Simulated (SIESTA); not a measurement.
A relaxation of cell and atoms of MgPt7 (Fm-3m, 8 atoms in the cell) with SIESTA.

Method of the run: GGA PBEsol, numerical atomic orbitals DZP, PseudoDojo PBEsol standard norm-conserving potentials (rewritten from UPF to PSML) (SIESTA).

```yaml
crystal:
  lattice:
    - [0.00000, 3.93653, 3.93653]
    - [3.93653, 0.00000, 3.93653]
    - [3.93653, 3.93653, 0.00000]
  atoms:
    - { symbol: Mg, position: [0.00000, 0.00000, 0.00000] }
    - { symbol: Pt, position: [0.50000, 0.00000, 0.00000] }
    - { symbol: Pt, position: [0.50000, 0.00000, 0.50000] }
    - { symbol: Pt, position: [0.00000, 0.50000, 0.50000] }
    - { symbol: Pt, position: [0.00000, 0.50000, 0.00000] }
    - { symbol: Pt, position: [0.50000, 0.50000, 0.00000] }
    - { symbol: Pt, position: [0.00000, 0.00000, 0.50000] }
    - { symbol: Pt, position: [0.50000, 0.50000, 0.50000] }
```

Reference input (self-consistent single point, DFT, GGA PBEsol, numerical atomic orbitals DZP, PseudoDojo PBEsol standard norm-conserving potentials (rewritten from UPF to PSML)): XC.functional = GGA; XC.authors = PBEsol; potentials = PseudoDojo PBEsol standard; PAO.BasisSize = DZP; PAO.EnergyShift = 0.01 Ry; MeshCutoff = 400 Ry; kgrid.MonkhorstPack = 6 6 6; OccupationFunction = MP; OccupationMPOrder = 0; ElectronicTemperature = 0.272 eV; MaxSCFIterations = 150; SCF.Mixer.Method = Pulay. This run's input differs from it in these lines:

```diff
@@ -48,2 +48,7 @@
 Diag.ParallelOverK           true
+MD.TypeOfRun                 FIRE
+MD.Steps                     40
+MD.MaxForceTol               0.02 eV/Ang
+MD.VariableCell              true
+MD.MaxStressTol              0.05 GPa
 WriteForces                  true
```

Output, abridged:

```
        iscf     Eharris(eV)        E_KS(eV)     FreeEng(eV)     dDmax    Ef(eV) dHmax(eV)
   scf:    1   -26396.860117   -26451.844409   -26452.207891  1.415419  0.315886 15.296837
   scf:    2   -26481.610435   -26469.149574   -26469.544646  0.481030 -0.967543  6.336441
   scf:    3   -26476.382884   -26474.554022   -26474.904047  0.324735 -1.921600  6.008983
   scf:    4   -26475.599734   -26475.539268   -26475.887584  0.087241 -2.237913  2.650181
   scf:    5   -26475.473510   -26475.565501   -26475.915439  0.047007 -2.242663  1.259748
   [... 3 lines left out ...]
   scf:    9   -26475.609972   -26475.610114   -26475.961351  0.000495 -2.284677  0.081163
   scf:   10   -26475.609929   -26475.610131   -26475.961551  0.001458 -2.285084  0.009083
   scf:   11   -26475.610201   -26475.610169   -26475.961553  0.000331 -2.285310  0.005194
   scf:   12   -26475.610146   -26475.610158   -26475.961553  0.000099 -2.285248  0.000066
SCF Convergence by DM+H criterion
max |DM_out - DM_in|         :     0.0000985831
max |H_out - H_in|      (eV) :     0.0000658999
SCF cycle converged after 12 iterations

Using DM_out to compute the final energy and forces

siesta: E_KS(eV) =           -26475.6102

siesta: E_KS - E_eggbox =    -26475.6102

siesta: Atomic forces (eV/Ang):
     1   -0.000000   -0.000000   -0.000000
     2   -0.000000    0.000000    0.000000
     3    0.000000    0.000000    0.000000
     4    0.000000    0.000000    0.000000
     5    0.000000   -0.000000    0.000000
     6    0.000000    0.000000    0.000000
     7    0.000000    0.000000   -0.000000
     8    0.000000    0.000000    0.000000
   Tot    0.000000    0.000000    0.000001
   Max    0.000000
   Res    0.000000    sqrt( Sum f_i^2 / 3N )
   Max    0.000000    constrained

   [... lines left out ...]
siesta: Pressure (static):        -49.24232532  kBar
siesta: Pressure (total):        -49.24232532  kBar
No target stress found, assuming hydrostatic MD.TargetPressure.
Target stress (kBar)
outcell: Cell volume (Ang**3)        :    119.6561
        iscf     Eharris(eV)        E_KS(eV)     FreeEng(eV)     dDmax    Ef(eV) dHmax(eV)
siesta: Pressure (static):          0.41171253  kBar
siesta: Pressure (total):          0.41171253  kBar
outcell: Cell volume (Ang**3)        :    119.6561
siesta: FreeEng =    -26475.997745
   [... lines left out ...]
siesta:    -0.000257   -0.000009   -0.000009
siesta:    -0.000009   -0.000257   -0.000009
siesta:    -0.000009   -0.000009   -0.000257

siesta: Cell volume =        119.656131 Ang**3

siesta: Pressure (static):
siesta:                Solid            Molecule  Units
siesta:           0.00000280          0.00000280  Ry/Bohr**3
siesta:           0.00025697          0.00025698  eV/Ang**3
siesta:           0.41171253          0.41172604  kBar
```

The run converged. 

Summary of the result:
- Free energy E − TS = -26475.9977 eV
- Fermi level (on the code's own zero) = -2.19 eV
- Pressure = 0.04 GPa
- Final cell = a = b = c = 5.531 Å, α = β = γ = 59.99°
- Final volume per atom = 14.96 Å³
- Relaxation steps = 16

The starting cell comes from a database of computed structures (which also holds hypothetical and non-ambient phases and stackings), without a prior relaxation at this level. Spin polarisation is off. Values carry the incompleteness of an atom-centred basis.

Cost on one core of a shared machine: roughly 10 min.
